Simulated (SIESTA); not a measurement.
Input and output of a self-consistent single point for ZnCu2SnS4 (I-4, 8 atoms in the cell) (SIESTA).

Method: SIESTA 5.4.2 with GGA PBE with spin-orbit coupling, numerical atomic orbitals DZP, PseudoDojo PBE fully relativistic norm-conserving potentials (rewritten from UPF to PSML).

```yaml
crystal:
  lattice:
    - [-2.63860, 2.63860, 5.27809]
    - [2.63860, -2.63860, 5.27809]
    - [2.63860, 2.63860, -5.27809]
  atoms:
    - { symbol: Zn, position: [0.75000, 0.25000, 0.50000] }
    - { symbol: Cu, position: [0.00000, 0.00000, 0.00000] }
    - { symbol: Cu, position: [0.25000, 0.75000, 0.50000] }
    - { symbol: Sn, position: [0.50000, 0.50000, 0.00000] }
    - { symbol: S, position: [0.36432, 0.37124, 0.47758] }
    - { symbol: S, position: [0.62876, 0.10634, 0.99308] }
    - { symbol: S, position: [0.89366, 0.88674, 0.52242] }
    - { symbol: S, position: [0.11326, 0.63568, 0.00692] }
```

Reference input (self-consistent single point, DFT, GGA PBE, numerical atomic orbitals DZP, PseudoDojo PBE standard norm-conserving potentials (rewritten from UPF to PSML)): XC.functional = GGA; XC.authors = PBE; potentials = PseudoDojo PBE standard; PAO.BasisSize = DZP; PAO.EnergyShift = 0.01 Ry; MeshCutoff = 400 Ry; kgrid.MonkhorstPack = 5 5 5; OccupationFunction = FD; ElectronicTemperature = 50 meV; MaxSCFIterations = 150; SCF.Mixer.Method = Pulay; SCF.Mixer.Weight = 0.1. This run's input differs from it in these lines:

```diff
@@ -1,2 +1,2 @@
-# files in the folder: Zn.psml Cu.psml Sn.psml S.psml (PseudoDojo PBE standard)
+# files in the folder: Zn.psml Cu.psml Sn.psml S.psml (PseudoDojo PBE fully relativistic)
 SystemName  ZnCu2SnS4
@@ -42,2 +42,13 @@
 ElectronicTemperature        50.0 meV
+Spin                         spin-orbit
+%block DM.InitSpin
+  1 0.00 0.00 0.00
+  2 0.00 0.00 0.00
+  3 0.00 0.00 0.00
+  4 0.00 0.00 0.00
+  5 0.00 0.00 0.00
+  6 0.00 0.00 0.00
+  7 0.00 0.00 0.00
+  8 0.00 0.00 0.00
+%endblock DM.InitSpin
```

Output, abridged:

```
        iscf     Eharris(eV)        E_KS(eV)     FreeEng(eV)     dDmax    Ef(eV) dHmax(eV)
   scf:    1   -18106.776814   -18941.208715   -18941.285242  0.507189  1.554050 98.234902
     spin moment: {S} , |S| = {    0.00000   -0.00000   -0.00000 }     0.00000
   scf:    2   -19343.223114   -19329.018277   -19329.018308  1.063374 -1.798175 31.303301
     spin moment: {S} , |S| = {    0.00000   -0.00000    0.00000 }     0.00000
   scf:    3   -19347.964992   -19339.593815   -19339.593816  0.062277 -2.078665 17.930050
     spin moment: {S} , |S| = {    0.00000    0.00000    0.00000 }     0.00000
   [... lines left out ...]
     spin moment: {S} , |S| = {   -0.00000   -0.00000    0.00000 }     0.00000
   scf:   17   -19344.765034   -19344.765035   -19344.765045  0.000016 -2.365196  0.000809
     spin moment: {S} , |S| = {   -0.00000    0.00000    0.00000 }     0.00000
   scf:   18   -19344.765034   -19344.765035   -19344.765045  0.000032 -2.365158  0.000475
     spin moment: {S} , |S| = {    0.00000   -0.00000    0.00000 }     0.00000
   scf:   19   -19344.765034   -19344.765035   -19344.765045  0.000007 -2.365160  0.000247
     spin moment: {S} , |S| = {    0.00000   -0.00000    0.00000 }     0.00000
SCF Convergence by DM+H criterion
max |DM_out - DM_in|         :     0.0000066029
max |H_out - H_in|      (eV) :     0.0002470090
SCF cycle converged after 19 iterations

Using DM_out to compute the final energy and forces

siesta: E_KS(eV) =           -19344.7650

siesta: E_KS - E_eggbox =    -19344.7650

siesta: Atomic forces (eV/Ang):
     1   -0.002430   -0.001744    0.001868
     2   -0.001427   -0.001515    0.001679
     3   -0.001533   -0.001484    0.001518
     4   -0.000521    0.000104    0.001706
     5   -0.265150   -0.462428    0.297880
     6   -0.461302    0.267748   -0.301248
     7    0.268057    0.464929    0.297747
     8    0.464745   -0.264013   -0.300450
   Tot    0.000439    0.001598    0.000700
   Max    0.464929
   Res    0.250064    sqrt( Sum f_i^2 / 3N )
   Max    0.464929    constrained

   [... lines left out ...]
siesta: FreeEng =    -19344.765045
   [... lines left out ...]
siesta:    -0.059457   -0.000077    0.000517
siesta:    -0.000077   -0.059456    0.000518
siesta:     0.000517    0.000518   -0.060799

siesta: Cell volume =        146.988572 Ang**3

siesta: Pressure (static):
siesta:                Solid            Molecule  Units
siesta:           0.00065244          0.00057270  Ry/Bohr**3
siesta:           0.05990418          0.05258334  eV/Ang**3
siesta:          95.97708386         84.24779698  kBar
```

The run converged in 19 iterations. Against the reference run the pressure hardly changes (9.61 to 9.60 GPa), the largest force moves little (0.619 to 0.614 eV/Å) and the gap on the mesh moves little (0.757 to 0.755 eV). The full log also holds: “initDM: WARNING: atom 1 has a closed-shell and cannot be polarized”.

The starting cell comes from a database of computed structures (which also holds hypothetical and non-ambient phases and stackings), without a prior relaxation at this level. Its lattice was rescaled by a random factor within 2.5 % of one. Values carry the incompleteness of an atom-centred basis. With a pressure of about 10 GPa the cell is away from its equilibrium volume at this level.

Cost on one core of a shared machine: roughly 7 min.
